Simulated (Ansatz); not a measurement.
Data:

```xyz
2
Lattice="0.0000 2.3359 2.3359 2.3359 0.0000 2.3359 2.3359 2.3359 0.0000" Properties=species:S:1:pos:R:3 pbc="T T T"
Ca     0.0000     0.0000     0.0000
O      2.3359     2.3359     2.3359
```

No spin polarisation.

Method: PBEsol (Ansatz, a quantum-chemistry and plane-wave program, PAW, without spin-orbit coupling). Settings: 12×12×12 k-points, 0.05 eV Fermi–Dirac smearing.

Q: Predict the band gap.

A: 3.50 eV.

Q: What electron mass does the calculation give?

A: 1.4 mₑ along k, 0.40 mₑ across (at X).

Q: Estimate the space group.

A: Fm-3m (No. 225).

Q: Predict the gap character.

A: Indirect, Γ → X.

The cells carry an imposed strain or load. Masses are band curvatures over ±0.01 Å⁻¹ around the edge. Along k means along the line from Γ to the band edge. Stability against distortions was not tested. The cell was made from CaO in the rock salt structure (space group Fm-3m, No. 225) by this change: isotropic strain −2.00 %.
